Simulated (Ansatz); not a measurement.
Ansatz (a program for electronic structure) run on AlNi (Pm-3m, 2 atoms in the cell): self-consistent single point.

Method: LDA (PW92), default PAW files made with PBE (plane waves; Ansatz).

```yaml
crystal:
  lattice:
    - [2.86686, 0.00000, 0.00000]
    - [0.00000, 2.86686, 0.00000]
    - [0.00000, 0.00000, 2.86686]
  atoms:
    - { symbol: Al, position: [0.50000, 0.50000, 0.50000] }
    - { symbol: Ni, position: [0.00000, 0.00000, 0.00000] }
```

Reference input (self-consistent single point, DFT, PBE, plane waves, default PAW files): basis.ecutwfc = 30.9 Ry; kpoints.mp_grid.grid = 11 11 11; hamiltonian.xc = pbe; hamiltonian.pseudopotentials = {kind: paw} (the program's default PAW files); scf.occupations.method = gaussian; scf.occupations.width = 0.01 Ry. This run's input differs from it in these lines:

Ansatz 0.2 input:
```diff
@@ -14,3 +14,3 @@
 hamiltonian:
-  xc: pbe
+  xc: lda
   pseudopotentials: { kind: paw }
```

Log, with long lists cut:

```
SCF iter   1: F=—  HF=-6287.650626 eV  |F-HF|=—  |Δ(HF+E_count)|=         —  Δρ=1.34e-2  dr2=1.73e-2  ethr=1.77e-3  ⟨swp⟩=4.7  Hψ=3803  notcnv=0
all-band conjugate gradients solve this SCF's bands
preconditioner: auto → none
SCF iter   2: F=—  HF=-6287.647412 eV  |F-HF|=—  |Δ(HF+E_count)|=   3.21e-3  Δρ=3.16e-3  dr2=9.03e-4  ethr=8.21e-5  ⟨swp⟩=2.8  Hψ=1727  notcnv=0  defer=5
SCF iter   3: F=—  HF=-6287.647262 eV  |F-HF|=—  |Δ(HF+E_count)|=   1.51e-4  Δρ=9.56e-4  dr2=1.25e-4  ethr=4.30e-6  ⟨swp⟩=1.0  Hψ=816  notcnv=0  defer=5
SCF iter   4: F=—  HF=-6287.647236 eV  |F-HF|=—  |Δ(HF+E_count)|=   2.50e-5  Δρ=7.73e-5  dr2=1.17e-6  ethr=5.93e-7  ⟨swp⟩=1.0  Hψ=818  notcnv=0  defer=5
SCF iter   5: F=—  HF=-6287.647247 eV  |F-HF|=—  |Δ(HF+E_count)|=   1.05e-5  Δρ=6.53e-6  dr2=4.50e-9  ethr=5.58e-9  ⟨swp⟩=2.3  Hψ=1275  notcnv=0  defer=5
SCF iter   6: F=-6287.647247 eV  HF=-6287.647247 eV  |F-HF|=2.91e-11  |Δ(HF+E_count)|=  2.72e-10  Δρ=4.86e-7  dr2=3.21e-11  ethr=2.14e-11  ⟨swp⟩=3.2  Hψ=2843  notcnv=0
SCF 1 converged in 6 iterations: F = -6287.647247 eV  dr2 = 3.21e-11
Free energy (F): -6287.647247 eV
Internal energy: -6287.637388 eV  (E = F + TS)
E sigma→0 (E₀):  -6287.642318 eV
Entropy (-TS):   -0.009859 eV (-4.929 meV/atom)
Fermi energy:    13.899183 eV
--- Forces (eV/Å), atoms counted from 1 ---
  atom   1  Al    -0.00000000    -0.00000000     0.00000000
  atom   2  Ni    -0.00000000     0.00000000     0.00000000
--- Stress (GPa, compression-positive) ---
       -6.015698       0.000000       0.000000
        0.000000      -6.015698       0.000000
       -0.000000       0.000000      -6.015698
  P = ⅓ Tr σ = -6.0157 GPa (-60.157 kbar)
  The stress holds the Pulay correction. Without it, at fixed plane waves, as pw.x and ABINIT print it: P = -6.1078 GPa
```

The run converged in 6 iterations. Against the reference run the pressure goes from 4.82 to -6.02 GPa.

The starting cell comes from a database of computed structures (which also holds hypothetical and non-ambient phases and stackings), without a prior relaxation at this level. Its lattice was rescaled by a random factor within 2.5 % of one. Spin polarisation is off. With a pressure of about -6 GPa the cell is away from its equilibrium volume at this level. Ansatz's pressure includes its estimate of the finite-basis (Pulay) stress.
